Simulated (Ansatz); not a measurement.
# A constructed model of the (111) surface of fcc Al, a layer of Pt in place of the second plane (bottom of the slab: a bare face, its two planes held)

All values below come from PBE (plane waves to 420 eV, PAW; Ansatz, a quantum-chemistry and plane-wave program).

Slab: 6 atoms, 11.8 Å thick at the start with caps and adatoms (thin: gaps and levels are the slab's own); k 15x15x1, smearing 0.1 eV, dipole-corrected; 2 atoms held, the rest relaxed; symmetry of the start imposed; no spin, no spin-orbit, no U. In PBE it lies 0.17 eV a 1x1 cell over the lowest computed structure of the same composition (a layer of Pt in place of the third plane).

```json
{
  "work_function_of_the_top_face": "4.29 eV",
  "energy_released_by_relaxation": "0.48 eV",
  "cost": "roughly 60 core-seconds"
}
```
